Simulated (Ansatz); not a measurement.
A 32-atom cell of (Ge,Sn) started in the diamond structure, site fractions Ge 0.250, Sn 0.750, short-range order 0.00 among the nearest mixed sites of the first mixed sublattice (0 is random, a negative value favours unlike neighbours), space group P1 at the end. The mixed sublattice has 32 sites.

The mixing enthalpy is taken against the end members in the diamond type, relaxed in the same cell and mesh.

Level of theory: PBE (plane waves to 420 eV, PAW; Ansatz, a program for electronic structure). Scalar-relativistic, without spin–orbit coupling. Its k-point mesh 3×3×3, Fermi–Dirac width 0.01 eV.

```tsv
cell	energy at zero smearing (eV)
Ge	-137439.454
Sn	-192774.776
Sn3Ge	-178939.962
```

Work out the mixing enthalpy per mixed site and the interaction parameter Ω of a regular solution.

With x = 24/32 of the second end member, ΔH = [-178939.962 − 8/32 × (-137439.454) − 24/32 × (-192774.776)] / 32 = 30.7 meV against the separate end members. Ω = ΔH / x(1 − x) = 164 meV, which puts the top of the miscibility gap of this model at Ω / 2k = 950 K.
